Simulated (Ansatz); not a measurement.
Structures of equal composition on the (111) surface of fcc Rh: one row in 4 of the top plane missing; p(2x2), one Rh site of the top plane empty. The slabs share one bottom face, and each structure is named by its start. These are constructed structures in small cells; real faces may alloy, dewet or reconstruct in larger ones, and not all known structures of the face are among them. Slabs of about 11 Å, Fermi-Dirac smearing of 0.1 eV. Bottom of the slabs: a bare face, its two planes held. Relaxed from the named starts with such symmetry as they have, on meshes of like density; energies extrapolated to zero smearing; spin only where a row says so; no spin-orbit coupling, no U. Brackets mark spin-polarised runs, whose order is one that fits the cell. The cells differ, so small differences also carry the error of unlike k-meshes.

These are PBE (plane waves to 420 eV, PAW; Ansatz, a program for electronic structure) values and carry that method's errors.

**Question.** Rank these by energy per 1x1 cell (lowest first), as PBE gives it.

**Answer.** one row in 4 of the top plane missing (0.00 eV), p(2x2), one Rh site of the top plane empty (0.11 eV)
